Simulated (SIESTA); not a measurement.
Input and output of a self-consistent single point for AlCr2C (P6_3/mmc, 8 atoms in the cell) (SIESTA).

Computed with SIESTA with LDA PW92, numerical atomic orbitals DZP, PseudoDojo LDA standard norm-conserving potentials (rewritten from UPF to PSML).

```xyz
8
Lattice="2.7827 0.0000 0.0000 -1.3914 2.4099 0.0000 0.0000 0.0000 12.4123" Properties=species:S:1:pos:R:3 pbc="T T T"
Al     1.3914     0.8033     3.1031
Al     0.0000     1.6066     9.3093
Cr     0.0000     1.6066     5.1504
Cr     1.3914     0.8033     7.2620
Cr     1.3914     0.8033    11.3566
Cr     0.0000     1.6066     1.0558
C      0.0000     0.0000     6.2062
C      0.0000     0.0000     0.0000
```

Reference input (self-consistent single point, DFT, GGA PBE, numerical atomic orbitals DZP, PseudoDojo PBE standard norm-conserving potentials (rewritten from UPF to PSML)): XC.functional = GGA; XC.authors = PBE; potentials = PseudoDojo PBE standard; PAO.BasisSize = DZP; PAO.EnergyShift = 0.005 Ry; MeshCutoff = 400 Ry; kgrid.MonkhorstPack = 9 9 2; OccupationFunction = FD; ElectronicTemperature = 136 meV; MaxSCFIterations = 150; SCF.Mixer.Method = Broyden; SCF.Mixer.Weight = 0.2. This run's input differs from it in these lines:

```diff
@@ -1,2 +1,2 @@
-# files in the folder: Al.psml Cr.psml C.psml (PseudoDojo PBE standard)
+# files in the folder: Al.psml Cr.psml C.psml (PseudoDojo LDA standard)
 SystemName  AlCr2C
@@ -29,4 +29,4 @@
 
-XC.functional                GGA
-XC.authors                   PBE
+XC.functional                LDA
+XC.authors                   PW92
 PAO.BasisSize                DZP
```

The program printed (abridged):

```
        iscf     Eharris(eV)        E_KS(eV)     FreeEng(eV)     dDmax    Ef(eV) dHmax(eV)
   scf:    1    -9789.290450   -10045.911705   -10046.193053  1.390493 -2.523473 27.147362
   scf:    2   -10139.821395   -10130.866861   -10131.202278  0.607304 -5.400635  8.412444
   scf:    3   -10138.918027   -10136.388857   -10136.748152  0.119035 -5.302430  1.612523
   scf:    4   -10137.027624   -10136.901642   -10137.273455  0.055558 -5.499027  0.476701
   scf:    5   -10136.974488   -10136.957271   -10137.334215  0.103619 -5.585794  0.313794
   [... 13 lines left out ...]
   scf:   19   -10136.965416   -10136.965419   -10137.345038  0.000063 -5.620749  0.004621
   scf:   20   -10136.965420   -10136.965420   -10137.345039  0.000058 -5.620750  0.001359
   scf:   21   -10136.965421   -10136.965421   -10137.345039  0.000017 -5.620752  0.000282
   scf:   22   -10136.965422   -10136.965421   -10137.345039  0.000005 -5.620753  0.000159
SCF Convergence by DM+H criterion
max |DM_out - DM_in|         :     0.0000050296
max |H_out - H_in|      (eV) :     0.0001592145
SCF cycle converged after 22 iterations

Using DM_out to compute the final energy and forces

siesta: E_KS(eV) =           -10136.9654

siesta: E_KS - E_eggbox =    -10136.9654

siesta: Atomic forces (eV/Ang):
     1   -0.000008    0.000005   -0.000001
     2    0.000008   -0.000005   -0.000003
     3    0.000022   -0.000012   -0.198366
     4   -0.000022    0.000012    0.198439
     5   -0.000022    0.000012   -0.198360
     6    0.000022   -0.000012    0.198439
     7   -0.000000   -0.000000   -0.000054
     8   -0.000000   -0.000000   -0.000095
   Tot   -0.000000    0.000000    0.000000
   Max    0.198439
   Res    0.080997    sqrt( Sum f_i^2 / 3N )
   Max    0.198439    constrained

   [... lines left out ...]
siesta: FreeEng =    -10137.345039
siesta: Cell volume =         83.238598 Ang**3
siesta:          29.78755951         40.20865415  kBar
   [... lines left out ...]

mulliken: Qtot =       70.000

Mulliken Atomic Populations:
Atom #   charge [q] valence [e]  Species
     1     0.193698    2.806302  Al
     2     0.193698    2.806302  Al
     3     0.392781   13.607219  Cr
     4     0.392769   13.607231  Cr
     5     0.392783   13.607217  Cr
     6     0.392767   13.607233  Cr
     7    -0.979248    4.979248  C
     8    -0.979248    4.979248  C
 Total     0.000000
```

The run converged in 22 iterations. Against the reference run the pressure goes from 15.93 to 2.98 GPa and the largest force goes from 0.630 to 0.198 eV/Å.

The starting cell comes from a database of computed structures (which also holds hypothetical and non-ambient phases and stackings), without a prior relaxation at this level. Its lattice was rescaled by a random factor within 2.5 % of one. Spin polarisation is off. Values carry the incompleteness of an atom-centred basis.

Cost on one core of a shared machine: roughly 3 min.
